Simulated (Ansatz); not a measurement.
L1₂ (Cu3Au-type) Ni3Si, treated with r²SCAN0 (PAW; Ansatz, a first-principles code).

Numerical settings: plane-wave cutoff 520 eV, 8×8×8 k mesh, Fermi–Dirac smearing 0.05 eV, no spin polarisation, scalar-relativistic PAW data made under PBE.

Cell (relaxed at this level):

```xyz
4
Lattice="3.4332 0.0000 0.0000 0.0000 3.4332 0.0000 0.0000 0.0000 3.4332" Properties=species:S:1:pos:R:3 pbc="T T T"
Si     0.0000     0.0000     0.0000
Ni     0.0000     1.7166     1.7166
Ni     1.7166     0.0000     1.7166
Ni     1.7166     1.7166     0.0000
```

**Question.** Give the computed bulk modulus B0 and pressure derivative B′ of the bulk modulus.

**Answer.** 
* **bulk modulus B0**: 256 GPa
* **pressure derivative B′ of the bulk modulus**: 4.7

Note: the run has no spin polarisation, so it can have missed a magnetic state.

Computed values are for the static lattice.
